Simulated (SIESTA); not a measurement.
**Input and output of a self-consistent single point for MgV₄O₁₀ (P-1, 15 atoms in the cell) (SIESTA)**

Level of theory: SIESTA with GGA PBEsol, numerical atomic orbitals DZP, PseudoDojo PBEsol standard norm-conserving potentials (rewritten from UPF to PSML).

This input was run:

```
# files in the folder: Mg.psml V.psml O.psml (PseudoDojo PBEsol standard)
SystemName  MgV4O10
SystemLabel MgV4O10

NumberOfAtoms                15
NumberOfSpecies              3
%block ChemicalSpeciesLabel
  1 12 Mg
  2 23 V
  3 8 O
%endblock ChemicalSpeciesLabel
LatticeConstant              1.0 Bohr
%block LatticeVectors
     9.576319417    0.000000000    0.000000000
    -1.798321962    9.984258375    0.000000000
    -4.510056274   -3.962268134   13.584759230
%endblock LatticeVectors
AtomicCoordinatesFormat      Fractional
%block AtomicCoordinatesAndAtomicSpecies
     0.500000000    0.000000000    0.500000000  1
     0.660950000    0.594090000    0.705440000  2
     0.339050000    0.405910000    0.294560000  2
     0.834620000    0.775470000    0.183960000  2
     0.165380000    0.224530000    0.816040000  2
     0.641650000    0.351270000    0.452740000  3
     0.358350000    0.648730000    0.547260000  3
     0.887780000    0.940640000    0.685180000  3
     0.112220000    0.059360000    0.314820000  3
     0.307420000    0.229410000    0.048240000  3
     0.692580000    0.770590000    0.951760000  3
     0.557030000    0.747540000    0.280380000  3
     0.442970000    0.252460000    0.719620000  3
     0.021030000    0.487410000    0.801250000  3
     0.978970000    0.512590000    0.198750000  3
%endblock AtomicCoordinatesAndAtomicSpecies

XC.functional                GGA
XC.authors                   PBEsol
PAO.BasisSize                DZP
PAO.EnergyShift              0.01 Ry
MeshCutoff                   300 Ry
%block kgrid.MonkhorstPack
    5   0   0  0.0
    0   4   0  0.0
    0   0   3  0.0
%endblock kgrid.MonkhorstPack
OccupationFunction           MP
OccupationMPOrder            0
ElectronicTemperature        10.0 meV
Spin                         polarized
%block DM.InitSpin
  1 +0.00
  2 +2.00
  3 +2.00
  4 +0.00
  5 +0.00
  6 +0.00
  7 +0.00
  8 +0.00
  9 +0.00
  10 +0.00
  11 +0.00
  12 +0.00
  13 +0.00
  14 +0.00
  15 +0.00
%endblock DM.InitSpin

MaxSCFIterations             150
SCF.Mixer.Method             Broyden
SCF.Mixer.Weight             0.1
SCF.Mixer.History            6
SCF.DM.Tolerance             1.0E-05
Diag.ParallelOverK           true
WriteForces                  true
Charge.Mulliken              end
```

The program printed (abridged):

```
reinit: Reading from file input.fdf

reinit: System Name: MgV4O10
reinit: System Label: MgV4O10

NOTE on units for spin output:
{S} is the spin magnetic moment, in units of the Bohr magneton,
assuming a g-factor for the electron spin of exactly 2.
The spin magnetic moment is then numerically equal to the charge inbalance,
in units of electrons, between the spin-up and -down channels.

coor:   Atomic-coordinates input format  =     Fractional

siesta: Atomic coordinates (Bohr) and species
siesta:      2.53313  -1.98113   6.79238  1        1
siesta:      2.07953   3.13641   9.58323  2        2
siesta:      1.18841   2.88558   4.00153  2        3
siesta:      5.76837   7.01359   2.49905  2        4
siesta:     -2.50043  -0.99160  11.08571  2        5
siesta:      3.47107   1.71329   6.15036  3        6
siesta:     -0.20312   4.30870   7.43440  3        7
siesta:      3.71989   6.67673   9.30801  3        8
siesta:     -0.45195  -0.65474   4.27675  3        9
siesta:      2.31383   2.09935   0.65533  3       10
siesta:      0.95411   3.92264  12.92943  3       11
siesta:      2.72545   6.35269   3.80889  3       12
siesta:      0.54249  -0.33070   9.77586  3       13
siesta:     -4.28881   1.69166  10.88479  3       14
siesta:      7.55675   4.33033   2.69997  3       15

siesta: System type = bulk

initatomlists: Number of atoms, orbitals, and projectors:     15   215   210

siesta: ******************** Simulation parameters ****************************
redata: Spin configuration                          = collinear
redata: Time-Reversal Symmetry                      = T
redata: Number of Atomic Species                    =        3
redata: Mesh Cutoff                                 =   300.0000 Ry
redata: Net charge of the system                    =     0.0000 |e|
redata: Min. number of SCF Iter                     =        0
redata: Max. number of SCF Iter                     =      150
   [... lines left out ...]
diag: Absolute tolerance                            =  0.100E-15
diag: Orthogonalization factor                      =  0.100E-05
diag: Memory factor                                 =  1.0000

superc: Internal auxiliary supercell:     5 x     5 x     3  =      75
superc: Number of atoms, orbitals, and projectors:   1125  16125  15750

                        Single-point calculation

superc: Internal auxiliary supercell:     5 x     5 x     3  =      75
superc: Number of atoms, orbitals, and projectors:   1125  16125  15750

outcell: Unit cell vectors (Ang):
        5.067570    0.000000    0.000000
       -0.951631    5.283442    0.000000
       -2.386619   -2.096742    7.188745

outcell: Cell vector modules (Ang)   :    5.067570    5.368460    7.859410
outcell: Cell angles (23,13,12) (deg):    102.0478    107.6778    100.2104
outcell: Cell volume (Ang**3)        :    192.4730
new_DM -- step:     1
Initializing Density Matrix...

Attempting to read DM from file... Failed...
initDM: WARNING: atom 1 has a closed-shell and cannot be polarized
DM filled with atomic data (user-defined):

InitMesh: MESH = 50 x 54 x 80 = 216000
InitMesh: Mesh cutoff (required, used) =   300.000   313.267 Ry

stepf: Methfessel-Paxton step function
       Using Hermite-Gauss polynomials of order  0
        iscf     Eharris(eV)        E_KS(eV)     FreeEng(eV)     dDmax    Ef(eV) dHmax(eV)
   scf:    1   -13933.967395   -14064.099653   -14064.100377  0.900565 -2.711458 22.960023
     spin moment: {S} , |S| = {        0.0        0.0    2.00000 }     2.00000
   scf:    2   -14133.785010   -14102.506009   -14102.506277  0.057059 -3.867763 14.011182
     spin moment: {S} , |S| = {        0.0        0.0    2.00000 }     2.00000
   scf:    3   -14091.302198   -14121.657258   -14121.657429  0.170415 -5.847482  8.130480
     spin moment: {S} , |S| = {        0.0        0.0    2.00000 }     2.00000
   scf:    4   -14091.010427   -14119.969339   -14119.969481  0.132099 -4.888580  9.283807
     spin moment: {S} , |S| = {        0.0        0.0    2.00000 }     2.00000
   scf:    5   -14129.346202   -14128.984181   -14128.984283  0.065065 -5.687917  2.989995
     spin moment: {S} , |S| = {        0.0        0.0    2.00000 }     2.00000
   scf:    6   -14126.309401   -14128.225697   -14128.225796  0.024540 -5.412994  2.908913
   [... lines left out ...]
   scf:   18   -14129.191195   -14129.191188   -14129.191299  0.000075 -5.622661  0.003791
     spin moment: {S} , |S| = {        0.0        0.0    2.00000 }     2.00000
   scf:   19   -14129.191198   -14129.191193   -14129.191304  0.000081 -5.622697  0.002712
     spin moment: {S} , |S| = {        0.0        0.0    2.00000 }     2.00000
   scf:   20   -14129.191198   -14129.191195   -14129.191307  0.000078 -5.622745  0.001738
     spin moment: {S} , |S| = {        0.0        0.0    2.00000 }     2.00000
   scf:   21   -14129.191197   -14129.191196   -14129.191307  0.000038 -5.622760  0.001219
     spin moment: {S} , |S| = {        0.0        0.0    2.00000 }     2.00000
   scf:   22   -14129.191196   -14129.191196   -14129.191308  0.000013 -5.622759  0.001024
     spin moment: {S} , |S| = {        0.0        0.0    2.00000 }     2.00000
   scf:   23   -14129.191196   -14129.191196   -14129.191308  0.000007 -5.622751  0.000899
     spin moment: {S} , |S| = {        0.0        0.0    2.00000 }     2.00000
SCF Convergence by DM+H criterion
max |DM_out - DM_in|         :     0.0000073096
max |H_out - H_in|      (eV) :     0.0008989520
SCF cycle converged after 23 iterations

Using DM_out to compute the final energy and forces

siesta: E_KS(eV) =           -14129.1912

siesta: E_KS - E_eggbox =    -14129.1912

siesta: Atomic forces (eV/Ang):
     1    0.000000    0.000000    0.000000
     2   -0.453899    0.112158    0.096089
     3    0.453899   -0.112157   -0.096088
     4    0.367876   -0.409584   -0.023791
     5   -0.367876    0.409584    0.023791
     6   -0.787466    0.535177   -0.085522
     7    0.787465   -0.535177    0.085521
     8    0.066347    0.063226    0.340152
     9   -0.066347   -0.063226   -0.340152
    10   -0.338011    0.380609    0.271294
    11    0.338011   -0.380609   -0.271293
    12    0.176850   -0.353481   -0.104141
    13   -0.176851    0.353480    0.104141
    14    0.076303   -0.702026   -0.206959
    15   -0.076303    0.702026    0.206959
   Tot   -0.000000   -0.000000   -0.000000
   Max    0.787466
   Res    0.340634    sqrt( Sum f_i^2 / 3N )
   Max    0.787466    constrained

Stress tensor Voigt[x,y,z,yz,xz,xy] (kbar):       98.59       99.47      118.29       -0.53        5.79       -1.15
(Free)E + p*V (eV/cell)   -14141.8597
Target enthalpy (eV/cell)   -14129.1913

siesta: Program's energy decomposition (eV):
siesta: Ebs     =     -3172.971978
siesta: Eions   =     20600.960969
siesta: Ena     =      2850.299056
siesta: Ekin    =      7165.436656
siesta: Enl     =     -1122.483586
siesta: Eso     =         0.000000
siesta: Edftu   =         0.000000
siesta: DEna    =       122.931684
siesta: DUscf   =         6.792392
siesta: DUext   =         0.000000
siesta: Ex      =     -2377.460538
siesta: Ec      =      -173.745892
siesta: Exc     =     -2551.206430
siesta: Eharris =    -14129.191196
siesta: Etot    =    -14129.191196
siesta: FreeEng =    -14129.191308

siesta: Atomic forces (eV/Ang):
siesta:      1    0.000000    0.000000    0.000000
siesta:      2   -0.453899    0.112158    0.096089
siesta:      3    0.453899   -0.112157   -0.096088
   [... lines left out ...]
siesta: Cell volume =        192.472984 Ang**3
siesta:        -105.45391627        -93.44717929  kBar
   [... lines left out ...]
              0.121   0.229   0.247   0.230   0.235   0.235   0.066   0.037

              0.065   0.038   0.039

Species: O
Atom  Qatom  Qorb
               2s      2s      2py     2pz     2px     2py     2pz     2px
               3Pdxy   3Pdyz   3Pdz2   3Pdxz   3Pdx2-y2
   6  3.305   0.879   0.016   0.893   0.822   0.862  -0.082  -0.036  -0.065
              0.004   0.002   0.003   0.004   0.003
   7  3.305   0.879   0.016   0.893   0.822   0.862  -0.082  -0.036  -0.065
   [... 17 lines left out ...]

mulliken: Qtot =       60.000

Mulliken Atomic Populations:
Atom #   charge [q] valence [e]      Sz [e]  Species
     1     0.886261    9.113739   -0.008442  Mg
     2     0.872560   12.127440    1.037776  V
     3     0.872560   12.127440    1.037776  V
     4     1.022047   11.977953    0.171406  V
     5     1.022047   11.977953    0.171406  V
     6    -0.509489    6.509489   -0.101249  O
     7    -0.509489    6.509489   -0.101249  O
     8    -0.503235    6.503235   -0.015908  O
     9    -0.503235    6.503235   -0.015908  O
    10    -0.389862    6.389862   -0.041131  O
    11    -0.389862    6.389862   -0.041131  O
    12    -0.559435    6.559435   -0.012945  O
    13    -0.559435    6.559435   -0.012945  O
    14    -0.375718    6.375718   -0.033728  O
    15    -0.375718    6.375718   -0.033728  O
 Total    -0.000000                2.000000
```

The run converged in 23 iterations.

The starting cell comes from a database of computed structures (which also holds hypothetical and non-ambient phases and stackings), without a prior relaxation at this level. The magnetic order is the one reached from the typed start; others were not searched systematically. Values carry the incompleteness of an atom-centred basis. With a pressure of about -11 GPa the cell is away from its equilibrium volume at this level.

Cost on one core of a shared machine: roughly 3 min.
